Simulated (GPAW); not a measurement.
GPAW 25.7.0, DFT, PBE, plane waves, PAW datasets of gpaw-data 1.0.1: ZnS (from the phase in space group 216, mp-10695), 2 atoms. Basis and mesh were picked for this test and aren't claimed converged.

```yaml
cell: 3.81, 3.81, 3.81 Å; 60, 60, 60°
task: scf
mode.name: pw
mode.ecut: 500 eV
xc: PBE
k mesh: 6×6×6
kpts.gamma: true
occupations.name: fermi-dirac
occupations.width: 0.02 eV
convergence.density (electrons an electron): 1e-05
maxiter: 150
parallel.kpt: 2
parallel.band: 1
parallel.domain: 1
parallel.sl_auto: false
parallel.augment_grids: true
mixer.backend: pulay (default)
mixer.method: separate (default)
mixer.beta: 0.05 (default)
mixer.nmaxold: 5 (default)
mixer.weight: 50 (default)
convergence.eigenstates (eV² an electron): 4e-08 (default)
convergence.energy (eV an electron): 0.0005 (default)
k-points after symmetry (base settings): 16
bands (base settings): 13
electrons (base settings): 18
plane waves (base settings): 1018
coarse grid (base settings): 20*20*20
symmetry operations (base settings): 24
```

One run each.

All on 2 ranks. Base settings, kept where nothing else is said: eigensolver.name = dav (default), eigensolver.niter = 2 (default) (basis, eigensolver.blocksize not set). The settings tried:
- eigensolver.name = cg, eigensolver.niter = 4
- eigensolver.name = rmm-diis, eigensolver.niter = 3 (default), eigensolver.blocksize = 1
- eigensolver.niter = 4
- eigensolver.name = rmm-diis, eigensolver.niter = 3 (default)
- eigensolver.name = cg
- eigensolver.niter = 3
- eigensolver.niter = 1
- the base settings
- basis = dzp
- eigensolver.name = rmm-diis, eigensolver.niter = 5

Question: Which settings need the fewest SCF iterations, which the most, and do any fail to converge?

Answer: Fewest SCF iterations, with those close behind: eigensolver.niter = 4 (20); eigensolver.name = rmm-diis, eigensolver.niter = 5 (21); eigensolver.niter = 3 (21). Most among those that reach the base run's result: eigensolver.name = rmm-diis, eigensolver.niter = 3 (default) (122); eigensolver.name = rmm-diis, eigensolver.niter = 3 (default), eigensolver.blocksize = 1 (122). All converged.

```
setting                                                                                  SCF iterations        end
---------------------------------------------------------------------------------------  --------------  ---------
eigensolver.niter = 4                                                                                20  converged
eigensolver.name = rmm-diis, eigensolver.niter = 5                                                   21  converged
eigensolver.niter = 3                                                                                21  converged
basis = dzp                                                                                          30  converged
the base settings                                                                                    32  converged
eigensolver.name = cg                                                                                43  converged
eigensolver.name = cg, eigensolver.niter = 4                                                         43  converged
eigensolver.niter = 1                                                                                43  converged
eigensolver.name = rmm-diis, eigensolver.niter = 3 (default), eigensolver.blocksize = 1             122  converged
eigensolver.name = rmm-diis, eigensolver.niter = 3 (default)                                        122  converged
```

An iteration's cost differs between solvers, so these counts don't give the time.
